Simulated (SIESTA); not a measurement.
Band structure of SiOs (P2_13, 8 atoms in the cell).

```xyz
8
Lattice="4.7660 0.0000 0.0000 0.0000 4.7660 0.0000 0.0000 0.0000 4.7660" Properties=species:S:1:pos:R:3 pbc="T T T"
Si     0.7852     1.5978     3.1682
Si     1.5978     3.1682     0.7852
Si     3.1682     0.7852     1.5978
Si     3.9807     3.9807     3.9807
Os     4.1806     2.9684     1.7976
Os     2.9684     1.7976     4.1806
Os     1.7976     4.1806     2.9684
Os     0.5854     0.5854     0.5854
```

Computed with LDA PW92, numerical atomic orbitals TZP, PseudoDojo LDA standard norm-conserving potentials (rewritten from UPF to PSML) in SIESTA 5.4.2.

Settings: XC.functional = LDA; XC.authors = PW92; potentials = PseudoDojo LDA standard; PAO.BasisSize = TZP; PAO.EnergyShift = 0.01 Ry; MeshCutoff = 350 Ry; kgrid.MonkhorstPack = 6 6 6; OccupationFunction = FD; ElectronicTemperature = 10 K; MaxSCFIterations = 150; SCF.Mixer.Method = Pulay; SCF.Mixer.Weight = 0.25; SCF.Mixer.History = 6; SCF.DM.Tolerance = 1.0E-05.

The starting cell comes from a database of computed structures (which also holds hypothetical and non-ambient phases and stackings), without a prior relaxation at this level. Spin-orbit coupling is off. Values carry the incompleteness of an atom-centred basis.

Task: Predict the gap along the standard path and the places of the band edges.

Result: The gap along the path is 0.48 eV, from a point between Γ and X to a point between Γ and X; the smallest direct gap on it is 0.53 eV.

Levels in eV from the top of the valence band on the path, bands 37 to 41:
| point | 37 | 38 | 39 | 40 | 41 |
|---|---|---|---|---|---|
| Γ | -0.64 | -0.64 | -0.17 | -0.17 | 1.34 |
| X | -0.94 | -0.94 | -0.20 | -0.20 | 0.54 |
| M | -1.97 | -1.97 | -0.86 | -0.86 | 1.25 |
| R | -1.15 | -1.15 | -1.15 | -1.15 | 0.94 |

Higher empty bands are left out: an atom-centred basis made for the valence describes them poorly.
